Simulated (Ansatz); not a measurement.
Ag, pressure series

Base system: Ag in the fcc (Cu type) structure (space group Fm-3m, No. 225; a = 4.149 Å).

Cell and atoms are relaxed at each pressure.

The values are results of Kohn–Sham DFT with the PBE functional, run in Ansatz (an electronic-structure program) with PAW and 420 eV plane waves, no SOC, earlier PAW set, not measurements.

Notes on the quantities. enthalpy: H = E + PV relative to the base's energy.

```tsv
case	lattice parameter a	enthalpy
base	4.149 Å	–
pressure −2 GPa	4.182 Å	-0.23 eV/atom
pressure −1 GPa	4.165 Å	-0.11 eV/atom
pressure 0.9 GPa	4.136 Å	+0.10 eV/atom
pressure 2.1 GPa	4.119 Å	+0.23 eV/atom
pressure 4.5 GPa	4.089 Å	+0.49 eV/atom
pressure 9 GPa	4.041 Å	+0.96 eV/atom
pressure 15 GPa	3.989 Å	+1.57 eV/atom
pressure 22.5 GPa	3.936 Å	+2.29 eV/atom
pressure 30 GPa	3.893 Å	+3.00 eV/atom
```

Load acts through the strain it causes; cell and atoms are relaxed under it. Whether these cells are dynamically stable was not tested. No other phases were tried under pressure.
